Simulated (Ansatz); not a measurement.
Take BaTiO₃ (space group R3m, No. 160; a = 5.680 Å, c = 6.995 Å (hexagonal axes)) as the base. Axes: x lies along a and z along c of the hexagonal cell.

Method: r2SCAN, PAW, 500 eV (Ansatz, a program for electronic structure; scalar-relativistic without spin-orbit coupling), earlier PAW set.

Base values:

```
Property               Value
-------------------  -------
Band gap             2.87 eV
Smallest direct gap  3.24 eV
```

Modification: a pure shear with ε_yz = ε_zy = -0.0245; the atoms relax in the strained cell.

Question: Estimate the effect on the stress, band gap and smallest direct gap.

Answer: The stress (xx, yy, zz, yz, xz, xy; compression positive) is (-1.85, 2.77, 0.46, 2.42, 0.00, 0.00) GPa; the band gap drops by 0.35 eV (2.87 eV → 2.52 eV); the smallest direct gap falls by 0.22 eV, from 3.24 eV to 3.02 eV.

Whether these cells are dynamically stable was not tested. The final runs are not spin-polarised. This is not the structure that BaTiO3 has at room temperature and ambient pressure.
